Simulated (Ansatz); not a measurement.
The parent structure is Au in the fcc (Cu type) structure (space group Fm-3m, No. 225; a = 4.0830 Å; relaxed with 0.1 eV smearing). Axes: x, y, z lie along the cube axes.

Calculations: PBEsol, PAW, 420 eV (Ansatz, an electronic-structure program; no spin-orbit coupling).

Strains are applied to the cell and any free atomic positions relax.

One change was made to it. Results:

| quantity | base | after |
|---|---|---|
| energy relative to the base (free energy F) | 0 meV/atom | +2.3 meV/atom |
| pressure (mean of the normal stresses, compression positive) | 0.0 GPa | 0.2 GPa |

Problem. Which change produced these results?
(A) tensor shear ε_xy = +1.71 %
(B) tensor shear ε_xy = +1.14 %
(C) tensor shear ε_xy = +0.29 %

Solution. A, tensor shear ε_xy = +1.71 %. For comparison, the energy relative to the base in the other runs: tensor shear ε_xy = +1.14 % gives +1.1 meV/atom; tensor shear ε_xy = +0.29 % gives +0.1 meV/atom.

Whether these cells are dynamically stable was not tested.
